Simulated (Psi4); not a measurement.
Psi4 1.11, WB97X/def2-svp: dimethyl selenide (C[Se]C), 9 atoms. The geometry is a generated start, not checked to be a minimum at this level.

```json
{
  "task": "energy",
  "method": "wb97x",
  "basis": "def2-svp",
  "memory": "3 GB",
  "maxiter": "100",
  "keys_of_the_molecule_block": "symmetry c1",
  "scf_type": "df (default)",
  "e_convergence": "1e-06 (default)",
  "d_convergence": "1e-06 (default)",
  "dft_radial_points": "75 (default)",
  "dft_spherical_points": "302 (default)",
  "basis_functions": "90",
  "grid_points": "193300"
}
```

```xyz
9

C      1.4545    -0.0625     0.0116
Se     0.0330     0.3530    -1.2568
C     -1.4558     0.0670    -0.0267
H      1.3970    -1.1156     0.2879
H      2.4071     0.1395    -0.4726
H      1.3378     0.5692     0.8923
H     -1.3551    -0.9172     0.4224
H     -2.3775     0.1263    -0.5974
H     -1.4409     0.8402     0.7394
```

With the defaults (damping_percentage = 0, diis = true, scf_initial_accelerator = adiis, guess = auto, which took SAD, level_shift = 0, level_shift_cutoff = 0.01, diis_max_vecs = 10) it converges in 8 SCF iterations. One run each on 2 threads, with these changes:
- diis_max_vecs = 3
- guess = gwh
- damping_percentage = 20
- guess = huckel
- damping_percentage = 60, diis = false, scf_initial_accelerator = none
- level_shift = 0.5, level_shift_cutoff = 0.001
- scf_initial_accelerator = ediis
- guess = core
- damping_percentage = 60

**Question.** Which of these changes keep the SCF from converging, or lead it to another solution?

**Answer.** No convergence: damping_percentage = 60; damping_percentage = 60, diis = false, scf_initial_accelerator = none (the run ends without SCF convergence in 100 iterations). The rest reach the solution of the defaults.

| setting | SCF iterations | end |
|---|---|---|
| the defaults | 8 | same solution |
| guess = huckel | 8 | same solution |
| scf_initial_accelerator = ediis | 8 | same solution |
| level_shift = 0.5, level_shift_cutoff = 0.001 | 8 | same solution |
| diis_max_vecs = 3 | 10 | same solution |
| guess = gwh | 11 | same solution |
| guess = core | 12 | same solution |
| damping_percentage = 20 | 18 | same solution |
| damping_percentage = 60 | 100 | no convergence |
| damping_percentage = 60, diis = false, scf_initial_accelerator = none | 100 | no convergence |
